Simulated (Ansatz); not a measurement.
We consider HoSi (Cmcm, No. 63; cell taken from a computed entry), described by r²SCAN (PAW; Ansatz, an electronic-structure program).

Settings: plane-wave cutoff 500 eV, 10×10×10 k mesh, Fermi–Dirac smearing 0.05 eV, spin-polarised start, scalar-relativistic PAW data made under PBE.

Computed at the level's own relaxed cell.

Estimate the volume per atom that the calculation returns.


- volume per atom: 21.24 Å³/atom

Note: the magnetic order was assumed, not searched for or taken from measurement; the relaxation could not lower the start's symmetry, so the cell can be a saddle point above a distorted one; the 4f shell is treated without U or exact exchange, so its levels and filling can be wrong.

Spin–orbit coupling is not included.

The computed numbers hold no vibrational or temperature effects.

Cost on a shared machine: roughly 14 core-minutes.
